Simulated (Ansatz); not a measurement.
We consider ZrAl3 (I4/mmm, No. 139), described by PBEsol-D3(BJ) (Ansatz, a first-principles code, plane waves, PAW).

Numerical settings: plane-wave cutoff 520 eV, 20×20×20 k mesh, Fermi–Dirac smearing 0.05 eV, scalar-relativistic PAW data made under PBE.

Cell (relaxed at this level):

```cif
data_Al6Zr2
_chemical_formula_sum 'Zr2 Al6'
_space_group_name_H-M_alt 'P 1'
_space_group_IT_number 1
_cell_length_a 8.92379
_cell_length_b 8.92379
_cell_length_c 8.92379
_cell_angle_alpha 154.492
_cell_angle_beta 154.492
_cell_angle_gamma 36.385
loop_
_space_group_symop_operation_xyz
  'x, y, z'
loop_
_atom_site_label
_atom_site_type_symbol
_atom_site_fract_x
_atom_site_fract_y
_atom_site_fract_z
_atom_site_occupancy
Zr1 Zr 0.11886 0.11886 0.00000 1
Zr2 Zr 0.88114 0.88114 0.00000 1
Al1 Al 0.50000 0.00000 0.50000 1
Al2 Al 0.00000 0.50000 0.50000 1
Al3 Al 0.75000 0.25000 0.50000 1
Al4 Al 0.25000 0.75000 0.50000 1
Al5 Al 0.37438 0.37438 0.00000 1
Al6 Al 0.62562 0.62562 0.00000 1
```

Task: Predict the bulk modulus and pressure derivative B′ of the bulk modulus.

Result: 
- bulk modulus = 117 GPa
- pressure derivative B′ of the bulk modulus = 4.0

The run finds no gap.

Note: the bulk modulus comes from volumes at which shape and atoms were relaxed.

Static lattice: no zero-point or thermal effects.
